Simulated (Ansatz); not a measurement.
Worked example: self-consistent single point of ZnNi₃ (Pm-3m, 4 atoms in the cell) in Ansatz (a program for electronic structure).

Method: LDA (PW92), default PAW files made with PBE (plane waves; Ansatz).

```yaml
crystal:
  lattice:
    - [3.53853, 0.00000, 0.00000]
    - [0.00000, 3.53853, 0.00000]
    - [0.00000, 0.00000, 3.53853]
  atoms:
    - { symbol: Zn, position: [0.00000, 0.00000, 0.00000] }
    - { symbol: Ni, position: [0.00000, 0.50000, 0.50000], spin: 2.0 }
    - { symbol: Ni, position: [0.50000, 0.00000, 0.50000], spin: 2.0 }
    - { symbol: Ni, position: [0.50000, 0.50000, 0.00000], spin: 2.0 }
```
(The spins are starting values, not results.)

Reference input (self-consistent single point, DFT, LDA (PW92), plane waves, default PAW files made with PBE): kpoints.mp_grid.grid = 8 8 8; hamiltonian.xc = lda; hamiltonian.pseudopotentials = {kind: paw} (the program's default PAW files); magnetization.spin_polarized = true; scf.occupations.method = fermi_dirac; scf.occupations.width = 0.1 eV. This run's input differs from it in these lines:

Ansatz 0.2 input:
```diff
@@ -11,3 +11,3 @@
 kpoints:
-  mp_grid: { grid: [8, 8, 8] }
+  mp_grid: { grid: [6, 6, 6] }
 hamiltonian:
@@ -18,3 +18,3 @@
 scf:
-  occupations: { method: fermi_dirac, width: 0.1 }
+  occupations: { method: fermi_dirac, width: 0.3 }
 output:
```

Output (repeated stretches shortened):

```
SCF iter   1: F=—  HF=-20565.980016 eV  |F-HF|=—  |Δ(HF+E_count)|=         —  Δρ=2.12e-1 (↑2.12e-1 ↓1.53e-1)  dr2=3.07e0  dr2_m=1.29e1  M=1.435 μB ∫|m|=1.520 μB  β_m=0.30  ethr=3.10e-3  ⟨swp⟩=7.1  Hψ=6689  notcnv=0  defer=7
Mixer restart at iter 1: flushing history
all-band conjugate gradients solve this SCF's bands
preconditioner: auto → Kerker (q_TF=auto, 2.916 Å⁻¹)
   [... lines left out ...]
SCF iter  12: F=—  HF=-20567.574274 eV  |F-HF|=—  |Δ(HF+E_count)|=   1.00e-8  Δρ=5.59e-6 (↑4.83e-6 ↓5.59e-6)  dr2=2.47e-8  dr2_m=6.83e-11  M=-0.000 μB ∫|m|=0.000 μB  β_m=0.93  ethr=2.53e-10  ⟨swp⟩=2.2  Hψ=2670  notcnv=0  defer=86
SCF iter  13: F=-20567.574274 eV  HF=-20567.574274 eV  |F-HF|=1.13e-10  |Δ(HF+E_count)|=   5.14e-9  Δρ=7.23e-7 (↑6.28e-7 ↓7.23e-7)  dr2=3.88e-10  dr2_m=4.57e-12  M=-0.000 μB ∫|m|=0.000 μB  ethr=3.74e-11  ⟨swp⟩=7.8  Hψ=7379  notcnv=0
SCF 1 converged in 13 iterations: F = -20567.574274 eV  dr2 = 3.88e-10
WARN: the starting moments were not kept: the SCF closed with an absolute magnetisation of 5.6e-6 μB, where they sum to 6 μB in size (3 sites) …
Magnetization: -0.0000 μB (33.0000 up, 33.0000 down)
   [... lines left out ...]
Absolute magnetization: 0.0000 μB (∫|ρ↑−ρ↓|, with the PAW one-centre terms)
Free energy (F): -20567.574274 eV
Fermi energy:    16.744457 eV
   [... lines left out ...]
  atom   1  Zn    -0.00000000     0.00000000    -0.00000000
   [... zero for the other atoms too ...]
--- Stress (GPa, compression-positive) ---
       -7.963736       0.000000       0.000000
        0.000000      -7.963736       0.000000
        0.000000       0.000000      -7.963736
  P = ⅓ Tr σ = -7.9637 GPa (-79.637 kbar)
  The stress holds the Pulay correction. Without it, at fixed plane waves, as pw.x and ABINIT print it: P = -8.0690 GPa
```

The run converged in 13 iterations. Against the reference run the free energy goes down by 160 meV/atom, the pressure goes from -10.18 to -7.96 GPa and the size of the net moment goes from 0.16 to 0.00 μB/atom.

The starting cell comes from a database of computed structures (which also holds hypothetical and non-ambient phases and stackings), without a prior relaxation at this level. Its lattice was rescaled by a random factor within 2.5 % of one. The starting moments vanished: the run ended non-magnetic, which need not be the lowest state. The program warned that a starting moment was not kept. With a pressure of about -8 GPa the cell is away from its equilibrium volume at this level. Ansatz's pressure includes its estimate of the finite-basis (Pulay) stress.
